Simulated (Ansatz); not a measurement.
**ZnSe, pressure series**

Start from ZnSe in the zinc blende structure (space group F-43m, No. 216; a = 5.666 Å).

Cell and atoms are relaxed at each pressure.

Computed with r2SCAN in Ansatz (plane waves to 500 eV, PAW, scalar-relativistic without spin-orbit coupling), earlier PAW set.

Candidates:
(a) pressure −1 GPa
(b) pressure 3 GPa
(c) pressure −2 GPa

For the base:

| Property | Result |
|---|---|
| Band gap | 1.86 eV |

Task: Order them by band gap, lowest first.

Result: (c) pressure −2 GPa (1.72 eV), (a) pressure −1 GPa (1.80 eV), (b) pressure 3 GPa (2.05 eV)

Load acts through the strain it causes; cell and atoms are relaxed under it. Whether these cells are dynamically stable was not tested. Tetrahedral semiconductors of this kind turn to denser phases somewhere between about 1 and 50 GPa; those were not computed, so compressed cells here can lie past the real transition.

Ansatz is a quantum-chemistry and plane-wave program.
